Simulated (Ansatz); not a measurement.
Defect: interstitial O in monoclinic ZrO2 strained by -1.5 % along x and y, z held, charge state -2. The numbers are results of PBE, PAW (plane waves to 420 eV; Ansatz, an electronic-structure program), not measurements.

96-site cell at the strained lattice (strain from the relaxed PBE one, atoms relaxed), the Γ point alone, smearing 0.01 eV, spin-restricted, no finite-size correction. Static, classical nuclei. The charge state is imposed; whether it is stable for some Fermi level was not computed. Sites that were not tried may lie lower.

Barriers: single points on a 2×2×2 k-point mesh shifted by half a step at the bands' geometries.

Relaxed starting cell (atoms counted from 1):

```xyz
97
Lattice="10.2230 0.0000 0.0000 0.0000 10.3263 0.0000 -1.7800 0.0000 10.6048" Properties=species:S:1:pos:R:3 pbc="T T T"
Zr     0.8302     2.3711     3.7245
Zr    -0.0963     2.3529     9.0697
Zr     0.7872     7.5190     3.7514
Zr    -0.0909     7.5243     9.0575
Zr     5.8926     2.3004     3.8463
Zr     4.8925     2.4610     9.1152
Zr     5.9423     7.5559     3.7565
Zr     4.9768     7.4850     9.1340
Zr     3.5741     2.8856     1.5653
Zr     2.5832     2.8596     6.6949
Zr     3.4759     7.9607     1.5121
Zr     2.5423     7.9503     6.8318
Zr     8.5517     2.8260     1.5537
Zr     7.6549     2.8147     6.8898
Zr     8.5134     7.9120     1.5314
Zr     7.6658     7.9696     6.8707
Zr     3.1363     4.9290     4.0112
Zr     2.1061     4.8612     9.4003
Zr     3.0028    10.0898     4.1634
Zr     2.0986    10.1309     9.4854
Zr     8.0891     4.9253     4.1972
Zr     7.2159     4.9667     9.5336
Zr     8.1344    10.1037     4.2112
Zr     7.1844    10.1196     9.5228
Zr     1.2406     0.2300     1.1061
Zr     0.3611     0.2393     6.4079
Zr     1.2792     5.3903     1.1074
Zr     0.3610     5.3868     6.3645
Zr     6.3525     0.2268     1.1469
Zr     5.4396     0.2113     6.4723
Zr     6.0356     5.2249     1.1685
Zr     5.4548     5.3974     6.4253
O     -0.4150     0.9241     4.5286
O     -1.3357     0.9163     9.8212
O     -0.4348     6.0673     4.5121
O     -1.3057     6.0982     9.8293
O      4.7965     0.7030     4.5027
O      3.8104     0.8948     9.7801
O      4.7714     6.0756     4.4742
O      3.7296     6.0287     9.8671
O      4.9806     3.5989     0.1783
O      3.7778     4.3331     5.9686
O      4.5856     9.5342     0.8220
O      3.7313     9.4287     6.1394
O      9.8065     4.2549     0.8009
O      8.8796     4.2435     6.0990
O      9.7344     9.4116     0.8024
O      8.8952     9.4219     6.1140
O      4.0224     3.0914     3.7267
O      3.4306     3.6959     8.3881
O      4.1656     8.5718     3.4691
O      3.2706     8.6046     8.7964
O      9.3136     3.4892     3.4446
O      8.4527     3.5087     8.7604
O      9.3054     8.6357     3.4515
O      8.4284     8.6687     8.7579
O      0.0048     1.6619     1.8643
O     -0.8806     1.6553     7.1942
O     -0.0036     6.8224     1.8551
O     -0.8643     6.8373     7.1630
O      5.1636     1.6455     1.9416
O      4.2514     1.7102     7.1110
O      5.3125     7.0951     1.7399
O      4.2410     6.8393     7.1926
O      1.4261     3.8586     5.1204
O      0.5724     3.8911    10.4543
O      1.4174     9.0065     5.1667
O      0.5225     9.0124    10.4655
O      6.5256     3.8235     5.2122
O      5.7163     3.8551    10.5044
O      6.5616     8.9814     5.2183
O      5.6041     8.9989    10.5015
O      2.7908     1.3613     0.0926
O      1.9401     1.3098     5.3724
O      2.8412     6.5081     0.0752
O      1.9412     6.4970     5.3803
O      7.8907     1.3316     0.1792
O      7.0340     1.3148     5.4942
O      7.8807     6.4741     0.1302
O      7.0499     6.4747     5.4723
O      2.3646     1.2166     2.7304
O      1.5001     1.2776     8.0456
O      2.3169     6.4720     2.7334
O      1.4679     6.4012     8.0254
O      7.5004     1.2506     2.8231
O      6.5264     1.3016     8.1530
O      7.4664     6.3870     2.8195
O      6.5753     6.4461     8.1116
O      1.8100     3.8735     2.4913
O      0.9784     3.8748     7.7750
O      1.8631     9.0656     2.5117
O      0.9760     9.0761     7.8177
O      6.9314     3.8520     2.5666
O      6.1100     3.9442     7.8517
O      6.9959     9.0974     2.5560
O      6.0734     9.0722     7.8729
O      4.2066     4.8391     2.0647
```
Cell charge -2.

End state 1 differs by these moves (Å; atoms that move under 0.08 Å are left out):

| atom | element | Δx | Δy | Δz |
|---|---|---|---|---|
| 5 | Zr | 0.01 | 0.05 | -0.07 |
| 6 | Zr | -0.19 | 0.07 | 0.01 |
| 7 | Zr | -0.06 | -0.02 | 0.07 |
| 9 | Zr | 0.01 | -0.06 | -0.20 |
| 15 | Zr | 0.07 | 0.06 | 0.03 |
| 17 | Zr | -0.11 | -0.04 | 0.03 |
| 18 | Zr | 0.13 | 0.00 | 0.12 |
| 31 | Zr | 0.30 | 0.23 | 0.03 |
| 32 | Zr | -0.12 | -0.11 | 0.04 |
| 37 | O | -0.11 | 0.21 | 0.04 |
| 38 | O | 0.17 | -0.24 | -0.09 |
| 39 | O | -0.08 | -0.03 | -0.01 |
| 40 | O | 0.10 | 0.08 | 0.03 |
| 41 | O | -0.33 | -0.69 | -0.76 |
| 42 | O | 0.10 | -0.28 | -0.23 |
| 49 | O | 0.20 | 0.33 | -0.41 |
| 50 | O | 0.21 | 0.46 | -0.25 |
| 51 | O | 0.01 | 0.08 | 0.02 |
| 61 | O | 0.05 | 0.03 | -0.12 |
| 62 | O | -0.08 | 0.01 | 0.11 |
| 63 | O | -0.07 | -0.05 | 0.11 |
| 66 | O | -0.10 | -0.01 | -0.01 |
| 70 | O | -0.12 | 0.04 | 0.02 |
| 73 | O | -0.03 | -0.08 | -0.01 |
| 79 | O | 0.06 | 0.03 | 0.04 |
| 80 | O | -0.08 | -0.02 | 0.03 |
| 93 | O | 0.04 | 0.08 | 0.00 |
| 97 | O | 0.26 | -0.18 | -0.99 |

Q: Give the forward and backward barriers to end state 1 at the level PBE, PAW.

A: forward 0.19 eV, backward 0.19 eV; at the saddle point atom 41 has neighbours O at 2.37, O at 2.44, 2 O at 2.64, O at 2.66, O at 2.68; Zr at 2.12, Zr at 2.13, Zr at 2.18 Å. The saddle point's order was not checked.

End state 2 differs by these moves (Å; atoms that move under 0.08 Å are left out):

```
atom  element     Δx     Δy     Δz
----  -------  -----  -----  -----
6          Zr  -0.02  -0.11   0.14
9          Zr   0.18  -0.24  -0.07
10         Zr  -0.03  -0.04   0.14
17         Zr  -0.10  -0.02   0.12
18         Zr  -0.04   0.12   0.11
19         Zr   0.12   0.12  -0.01
20         Zr   0.02  -0.08  -0.07
29         Zr  -0.13   0.08  -0.05
30         Zr  -0.01   0.07   0.10
31         Zr   0.28   0.16  -0.02
37          O  -0.21   0.41   0.37
38          O   0.18  -0.38  -0.24
40          O   0.12  -0.04  -0.07
41          O   0.61  -1.34   0.42
42          O  -0.01  -0.07   0.10
43          O   0.04  -0.14  -0.10
49          O   0.26   0.36  -0.33
50          O  -0.19  -0.20   0.40
51          O   0.04   0.07   0.02
52          O  -0.05  -0.15  -0.03
61          O  -0.35  -0.63   0.54
62          O  -0.02   0.04   0.19
63          O  -0.11  -0.14   0.10
66          O  -0.03  -0.08  -0.01
67          O   0.07   0.04  -0.06
73          O   0.07  -0.09   0.00
77          O   0.09  -0.04  -0.01
81          O  -0.07   0.06   0.03
83          O   0.09  -0.05   0.03
85          O  -0.06   0.06  -0.01
89          O   0.10   0.02   0.04
93          O   0.02   0.08   0.02
97          O   0.27  -0.32  -1.14
```

Q: Give the forward and backward barriers to end state 2 at the level PBE, PAW.

A: forward 0.58 eV, backward 0.58 eV; at the saddle point atom 41 has neighbours O at 2.42, O at 2.43, O at 2.51, O at 2.56, O at 2.58; Zr at 2.06, Zr at 2.13, Zr at 2.58 Å. The saddle point's order was not checked.
